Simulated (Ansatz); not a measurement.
Candidates (primitive cells; geometry: relaxed with this functional, without spin-orbit coupling):
A. LiPt (P-6m2), a = 2.7214 Å, b = 2.7214 Å, c = 4.1912 Å, α = 90.00°, β = 90.00°, γ = 120.00°
B. IrGa (Pm-3m), a = b = c = 3.0198 Å, α = β = γ = 90.00°
C. YIr2 (Fd-3m), a = b = c = 5.298 Å, α = β = γ = 60.00°
D. ScHg (Pm-3m), a = b = c = 3.467 Å, α = β = γ = 90.00°

Problem. Rank these by resistivity at 300 K (highest first), as PBEsol, DFPT electron-phonon coupling, linearised Boltzmann equation (Ansatz, a first-principles code) gives it.

Solution. C (71 μΩ·cm), D (37 μΩ·cm), B (11.3 μΩ·cm), A (6.0 μΩ·cm)

Metals; harmonic phonons alone scatter; means over directions. Halving the electron mesh moves these values by up to 10 %; q meshes are mostly untested. Spin-orbit coupling is left out.

Formula and space group known from diffraction (Crystallography Open Database), not checked to be the room-temperature form: IrGa (Pm-3m), LiPt (P-6m2), ScHg (Pm-3m), YIr2 (Fd-3m). The missing spin-orbit coupling matters most for IrGa (Pm-3m), LiPt (P-6m2), ScHg (Pm-3m), YIr2 (Fd-3m).
